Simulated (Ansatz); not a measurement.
Base system: Pd in the fcc (Cu type) structure (space group Fm-3m, No. 225; a = 3.8755 Å).

Computed with PBEsol (Ansatz, a program for electronic structure), without spin-orbit coupling, earlier PAW set.

For the base:

```
Property               Value
-------------------  -------
Lattice parameter a  3.876 Å
```

It is then changed as follows: Cd takes the place of Pd on all its sites; the structure is relaxed again.

Tabulated Pauling electronegativity and covalent radius: Pd 2.20, 1.39 Å; Cd 1.69, 1.44 Å.

Task: Predict the new lattice parameter a.

Result: The lattice parameter a increases by 0.4997 Å (3.876 Å → 4.375 Å).

Stability against distortions was not tested. For Cd in this form, whether it has been made was not checked. The final runs are not spin-polarised. This is not the structure that Cd has at room temperature and ambient pressure.
